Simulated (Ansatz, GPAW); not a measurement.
An Ansatz (a first-principles code) input for a self-consistent single point of InP (F-43m, 2 atoms in the cell) (DFT, PBEsol, plane waves, default PAW files made with PBE):

Ansatz 0.2 input:
```yaml
crystal:
  lattice:
    - [0.000000, 3.010719, 3.010719]
    - [3.010719, 0.000000, 3.010719]
    - [3.010719, 3.010719, 0.000000]
  atoms:
    - { symbol: In, position: [0.000000, 0.000000, 0.000000] }
    - { symbol: P, position: [0.250000, 0.250000, 0.250000] }
kpoints:
  mp_grid: { grid: [5, 5, 5] }
hamiltonian:
  xc: pbesol
  pseudopotentials: { kind: paw }
scf:
  occupations: { method: fermi_dirac, width: 0.0007 Ry }
output:
  forces: true
  eigenvalues: true
  stress: true
```

Problem. Write the same calculation as an input for GPAW.

Solution. One input that does it (others would too):

```python
from ase import Atoms
from ase.units import GPa
from gpaw import GPAW, PW, FermiDirac

atoms = Atoms(['In', 'P'],
              cell=[[0.000000, 3.010719, 3.010719],
                    [3.010719, 0.000000, 3.010719],
                    [3.010719, 3.010719, 0.000000]],
              scaled_positions=[[0.000000, 0.000000, 0.000000],
                                [0.250000, 0.250000, 0.250000]],
              pbc=True)

calc = GPAW(mode=PW(550),
            xc='PBEsol',
            kpts=(5, 5, 5),
            occupations=FermiDirac(0.01),
            nbands=-8,
            convergence={'bands': -6},
            symmetry={'symmorphic': False, 'tolerance': 0.0005},
            maxiter=120,
            txt='-')

atoms.calc = calc

energy = atoms.get_potential_energy()
print('Energy (eV):', round(energy, 6))
forces = atoms.get_forces()
print('Forces (eV/Ang):')
print(forces.round(5))
stress = atoms.get_stress()
print('Stress (GPa, Voigt):', (stress / GPa).round(4))
```

Basis settings and potentials, where a program has them, do not carry over. This input uses DFT PBEsol, plane waves, GPAW PAW datasets PBEsol (made by gpaw-setup). The width in Ry is rounded to four decimals. Both were run: pressure -4.11 GPa in Ansatz and -4.39 in GPAW; gap on the mesh 0.174 eV in Ansatz and 0.172 in GPAW. Ansatz's pressure is the one without its finite-basis correction.

On Ansatz: the starting cell comes from a database of computed structures (which also holds hypothetical and non-ambient phases and stackings), without a prior relaxation at this level. Its lattice was rescaled by a random factor within 2.5 % of one. With a pressure of about -4 GPa the cell is away from its equilibrium volume at this level.

On GPAW: the starting cell comes from a database of computed structures (which also holds hypothetical and non-ambient phases and stackings), without a prior relaxation at this level. Its lattice was rescaled by a random factor within 2.5 % of one. With a pressure of about -4 GPa the cell is away from its equilibrium volume at this level.
